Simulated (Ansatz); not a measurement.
The reference is KBr in the rock salt structure (space group Fm-3m, No. 225; a = 6.549 Å).

The values are results of PBEsol/PAW in Ansatz (an electronic-structure program), no spin-orbit coupling, not measurements.

Base values:

| Quantity | Value |
|---|---|
| Band gap | 4.34 eV |
| Gap character | direct at Γ |
| Electron mass | 0.37 mₑ (at Γ) |

The change: an isotropic linear strain of +2.50 %, atoms relaxed at fixed cell.

### Question
Predict the new band gap.

### Answer
The band gap shrinks by 0.18 eV (4.34 eV → 4.16 eV).

### Question
Estimate the effect on the energy relative to the base.

### Answer
The energy rises by 8.5 meV/atom.

### Question
What happens to the gap character?

### Answer
The gap character is still direct at Γ.

### Question
What happens to the electron mass?

### Answer
The electron mass changes from 0.37 mₑ (at Γ) to 0.38 mₑ (at Γ).

Effective masses come from finite differences of ±0.01 Å⁻¹. Whether these cells are dynamically stable was not tested.
